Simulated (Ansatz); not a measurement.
Consider Eu in the bcc (W type) structure (space group Im-3m, No. 229; ferromagnetic).

```cif
data_Eu2
_chemical_formula_sum 'Eu2'
_space_group_name_H-M_alt 'Im-3m'
_space_group_IT_number 229
_space_group_name_Hall '-I 4 2 3'
_cell_length_a 4.23604
_cell_length_b 4.23604
_cell_length_c 4.23604
_cell_angle_alpha 90.000
_cell_angle_beta 90.000
_cell_angle_gamma 90.000
loop_
_atom_site_label
_atom_site_type_symbol
_atom_site_symmetry_multiplicity
_atom_site_Wyckoff_symbol
_atom_site_fract_x
_atom_site_fract_y
_atom_site_fract_z
_atom_site_occupancy
Eu1 Eu 2 a 0.00000 0.00000 0.00000 1
```
(The calculation used a cell of 1 atom; values per cell refer to that cell.)

Method: PBEsol (Ansatz, a program for electronic structure), no SOC.

For the base:

| Property | Value |
|---|---|
| Volume per atom | 38.01 Å³ |
| Largest site moment | 6.97 μB |

Now apply this change: cell and atoms relaxed at a pressure of 3 GPa.

Predict the new volume per atom and largest site moment.

The volume per atom drops by 5.15 Å³ (38.01 Å³ → 32.86 Å³); the largest site moment drops by 0.06 μB (6.97 μB → 6.91 μB).

The magnetic state is the one reached from the starting moments; the real material's order can differ, and small cells can't hold many antiferromagnetic ones. The state of the 4f shell was not checked for lower solutions. Load acts through the strain it causes; cell and atoms are relaxed under it. Stability against distortions was not tested.
